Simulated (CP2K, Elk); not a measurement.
A CP2K input for a self-consistent single point of ScZnPd (Cmcm, 6 atoms in the cell) (DFT PBEsol, GPW, DZVP-MOLOPT-SR-GTH basis, GTH-PBE potentials (GTH_POTENTIALS)):

```
&GLOBAL
  PROJECT scf
  RUN_TYPE ENERGY_FORCE
  PRINT_LEVEL LOW
&END GLOBAL
&FORCE_EVAL
  METHOD Quickstep
  STRESS_TENSOR ANALYTICAL
  &DFT
    BASIS_SET_FILE_NAME BASIS_MOLOPT
    POTENTIAL_FILE_NAME GTH_POTENTIALS
    &QS
      METHOD GPW
      EPS_DEFAULT 1E-10
    &END QS
    &MGRID
      CUTOFF 600
      REL_CUTOFF 50
      NGRIDS 5
    &END MGRID
    &SCF
      SCF_GUESS ATOMIC
      EPS_SCF 1E-6
      MAX_SCF 100
      ADDED_MOS 14
      &DIAGONALIZATION
        ALGORITHM STANDARD
      &END DIAGONALIZATION
      &MIXING
        METHOD BROYDEN_MIXING
        ALPHA 0.3
        NBUFFER 10
        BETA 1
      &END MIXING
      &SMEAR ON
        METHOD GAUSSIAN
        SIGMA [eV] 0.05
      &END SMEAR
    &END SCF
    &KPOINTS
      SCHEME MONKHORST-PACK 5 5 4
      GAMMA_CENTERED T
    &END KPOINTS
    &XC
      &XC_FUNCTIONAL
        &PBE
          PARAMETRIZATION PBESOL
        &END PBE
      &END XC_FUNCTIONAL
    &END XC
    &PRINT
      &MO
        EIGENVALUES T
        OCCUPATION_NUMBERS T
        NDIGITS 8
        FILENAME mo
        &EACH
          QS_SCF 0
        &END EACH
        ADD_LAST NUMERIC
      &END MO
      &MULLIKEN OFF
      &END MULLIKEN
    &END PRINT
  &END DFT
  &SUBSYS
    &CELL
      A 4.93814300 0.00000000 0.00000000
      B -3.14592700 3.80636200 0.00000000
      C 0.00000000 0.00000000 5.14635200
      PERIODIC XYZ
    &END CELL
    &COORD
      SCALED
      Sc       0.70683000     0.29317000     0.75000000
      Sc       0.29317000     0.70683000     0.25000000
      Zn       0.00000000     0.00000000     0.00000000
      Zn       0.00000000     0.00000000     0.50000000
      Pd       0.40354000     0.59646000     0.75000000
      Pd       0.59646000     0.40354000     0.25000000
    &END COORD
    &KIND Sc
      BASIS_SET DZVP-MOLOPT-SR-GTH-q11
      POTENTIAL GTH-PBE-q11
    &END KIND
    &KIND Zn
      BASIS_SET DZVP-MOLOPT-SR-GTH-q12
      POTENTIAL GTH-PBE-q12
    &END KIND
    &KIND Pd
      BASIS_SET DZVP-MOLOPT-SR-GTH-q18
      POTENTIAL GTH-PBE-q18
    &END KIND
  &END SUBSYS
  &PRINT
    &FORCES ON
    &END FORCES
    &STRESS_TENSOR ON
    &END STRESS_TENSOR
  &END PRINT
&END FORCE_EVAL
```

Give the Elk input for the same structure, mesh, smearing and functional.

This is the input that was run; spellings and numerical settings could be chosen otherwise.

```
tasks
  0

xctype
  22

rgkmax
  8.0

gmaxvr
  14.0

nxlo
  2

lorbcnd
  .true.

rmtscf
  0.95

lmaxi
  2

stype
  0

swidth
  0.00183747

scale
  9.331737478

avec
    0.4259888951   -0.9047283909    0.0000000000
    0.4259888951    0.9047283909    0.0000000000
    0.0000000000    0.0000000000    1.0421634603

atoms
  3   : nspecies
  'Sc.in'   : spfname
  2   : natoms; atposl, bfcmt below
  0.7068300000  0.2931700000  0.7500000000    0.0 0.0 0.0
  0.2931700000  0.7068300000  0.2500000000    0.0 0.0 0.0
  'Zn.in'   : spfname
  2   : natoms; atposl, bfcmt below
  0.0000000000  0.0000000000  0.0000000000    0.0 0.0 0.0
  0.0000000000  0.0000000000  0.5000000000    0.0 0.0 0.0
  'Pd.in'   : spfname
  2   : natoms; atposl, bfcmt below
  0.4035400000  0.5964600000  0.7500000000    0.0 0.0 0.0
  0.5964600000  0.4035400000  0.2500000000    0.0 0.0 0.0

ngridk
  5 5 4
```

Basis, cutoffs, solver keys and any potentials are the target program's own. This input uses DFT, PBEsol, all-electron FP-LAPW, Elk's shipped species files, APW+lo basis with extra local orbitals.

The starting cell comes from a database of computed structures (which also holds hypothetical and non-ambient phases and stackings), without a prior relaxation at this level. For this run, on top of that: lattice scaled by 0.98.
